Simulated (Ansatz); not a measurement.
Take K2Se in the anti-fluorite structure (space group Fm-3m, No. 225; a = 7.610 Å) as the base.

Level of theory: Kohn–Sham DFT with the PBEsol functional, run in Ansatz (a first-principles code) with PAW and 420 eV plane waves, scalar-relativistic without spin-orbit coupling.

Strains are applied to the cell and any free atomic positions relax.

One change was made to it. Results:

| quantity | base | after |
|---|---|---|
| electron mass | 0.31 mₑ (at Γ) | 0.31 mₑ (at Γ) |
| band gap | 2.11 eV | 2.30 eV |

Problem. Which change produced these results?
A) isotropic strain −3.00 %
B) isotropic strain −0.50 %
C) isotropic strain +3.00 %
D) isotropic strain +0.50 %

Solution. A, isotropic strain −3.00 %. For comparison, the band gap in the other runs: isotropic strain +0.50 % gives 2.08 eV; isotropic strain −0.50 % gives 2.14 eV; isotropic strain +3.00 % gives 1.93 eV.

Masses are band curvatures over ±0.01 Å⁻¹ around the edge. Stability against distortions was not tested.
